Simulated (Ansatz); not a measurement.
The reference is ZnS (space group P4_2/mnm, No. 136; a hypothetical phase, not in the database extracts checked).

```yaml
crystal:
  lattice:
    - [6.51791, 0.00000, 0.00000]
    - [0.00000, 6.51791, 0.00000]
    - [0.00000, 0.00000, 3.80804]
  atoms:
    - { symbol: Zn, position: [0.32527, 0.67473, 0.00000] }
    - { symbol: Zn, position: [0.67473, 0.32527, 0.00000] }
    - { symbol: Zn, position: [0.82527, 0.82527, 0.50000] }
    - { symbol: Zn, position: [0.17473, 0.17473, 0.50000] }
    - { symbol: S, position: [0.31354, 0.31354, 0.00000] }
    - { symbol: S, position: [0.68646, 0.68646, 0.00000] }
    - { symbol: S, position: [0.18646, 0.81354, 0.50000] }
    - { symbol: S, position: [0.81354, 0.18646, 0.50000] }
```

Computed with PBEsol (Ansatz, a quantum-chemistry and plane-wave program), spin-orbit coupling left out.

For the base:

| Quantity | Value |
|---|---|
| Width of the top valence band | 1.52 eV |
| Electron mass | 0.17 mₑ along c, 0.19 mₑ across (at Γ) |
| Gap character | direct at Γ |
| Lattice parameter a | 6.518 Å |

It is then changed as follows: hydrostatic tension (pressure −1 GPa).

What happens to the width of the top valence band?

The width of the top valence band falls by 0.02 eV (1.52 eV → 1.50 eV).

What does the calculation give for the electron mass after the change?

The electron mass remains 0.17 mₑ along c, 0.19 mₑ across (at Γ).

What happens to the gap character?

The gap character remains direct at Γ.

Estimate the effect on the lattice parameter a.

The lattice parameter a goes up by 0.038 Å (6.518 Å → 6.556 Å).

Load acts through the strain it causes; cell and atoms are relaxed under it. Effective masses come from finite differences of ±0.01 Å⁻¹. Whether these cells are dynamically stable was not tested.
